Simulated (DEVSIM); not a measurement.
Device: Ti/SiO2/p-Si capacitor, at 400 K.

Layer 1 from the left is SiO2, thickness (nm) 2.00. Layer 2 from the left is Si, thickness (nm) 890, Na (cm⁻³) 4.2e17.

Metal gate on the left, work function 4.33 eV. Fixed charge at the semiconductor interface -6.2e10 cm⁻² (in units of +e); no interface traps.

The device is made up for the run: typed textbook-type constants, with dimensions and the other settings drawn at random. Values at 300 K; Nc and Nv go as T^1.5, mobilities as T to minus their exponent, the gap by Varshni's rule with the affinity fixed.

SiO2: gap (eV) 9, affinity (eV) 0.9, permittivity 3.9. Si: gap (eV) 1.124, affinity (eV) 4.05, permittivity 11.7, Nc (cm⁻³) 2.86e19, Nv (cm⁻³) 3.1e19, Varshni α (eV/K) 0.000473, Varshni β (K) 636.

DEVSIM, 1D Poisson equation in equilibrium, Boltzmann statistics, complete ionisation; no quantum confinement or tunnelling. Metal contacts follow the ideal Schottky-Mott rule: no Fermi-level pinning, no interface dipoles.

What does the simulation give for the minimum of the low-frequency capacitance, the flat-band voltage, the threshold voltage (band bending 2φF)?

minimum of the low-frequency capacitance 0.216 μF/cm²; flat-band voltage -0.65 V; threshold voltage (band bending 2φF) 0.31 V.
